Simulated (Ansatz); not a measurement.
## Pressure series in CdS

Consider CdS in the wurtzite structure (space group P6_3mc, No. 186; a = 4.1643 Å, c = 6.7688 Å).

Cell and atoms are relaxed at each pressure.

Calculations: Ansatz (a first-principles code) r2SCAN, without spin-orbit coupling, earlier PAW set.

| pressure (GPa) | band gap (eV) |
|---|---|
| -2 | 1.54 |
| -1 | 1.58 |
| 0 | 1.63 |
| 1.8 | ? |
| 4.2 | 1.77 |
| 9 | 1.89 |
| 18 | 2.02 |

### Question
Fit E_g = E₀ + αP + βP² to the rows shown and predict the withheld row.

### Answer
Least squares on the printed values gives E₀ = 1.62 eV, α = 38.2 meV/GPa, β = -0.90 meV/GPa² (largest residual 0.01 eV); this predicts 1.69 eV, and the run gives 1.70 eV, in agreement.

Load acts through the strain it causes; cell and atoms are relaxed under it. No phonon test of stability was made. Measured, CdS leaves this structure (for rock salt) near 2.54 GPa (temperature not stated; as listed in Datta, Sujoy, Jana, Debnarayan, arXiv (2020)), on rising pressure, with hysteresis.
